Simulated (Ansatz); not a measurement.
Consider Sc in the hcp (Mg type) structure (space group P6_3/mmc, No. 194; a = 3.329 Å, c = 5.192 Å).

Structures relaxed with Kohn–Sham DFT with the r2SCAN functional, run in Ansatz (a quantum-chemistry and plane-wave program) with PAW and 500 eV plane waves, no spin-orbit coupling.

Base:

Simulated powder pattern, Cu Kα1, λ = 1.54056 Å (kinematic, ideal powder, no thermal factors, no anomalous dispersion; the 8 strongest lines at most, above 2 %, up to 2θ = 90°):

```csv
2θ (°),I/Imax (%),hkl
30.99,25,(100)
34.52,24,(002)
35.59,100,(101)
47.06,14,(102)
55.12,17,(110)
62.54,16,(103)
66.69,17,(112)
67.35,13,(201)
```

Modification: full substitution Sc → Zr; the structure is relaxed again.

Where do the lines fall after the change?


Simulated powder pattern, Cu Kα1, λ = 1.54056 Å (kinematic, ideal powder, no thermal factors, no anomalous dispersion; the 8 strongest lines at most, above 2 %, up to 2θ = 90°):

```csv
2θ (°),d (Å),I/Imax (%),hkl
31.81,2.811,24,(100)
34.81,2.575,25,(002)
36.38,2.468,100,(101)
47.86,1.899,15,(102)
56.67,1.623,18,(110)
63.43,1.465,19,(103)
68.25,1.373,21,(112)
69.23,1.356,15,(201)
```

The indices refer to each structure's own conventional cell; one index is shown for lines that coincide.

Whether these cells are dynamically stable was not tested. The final runs are not spin-polarised.
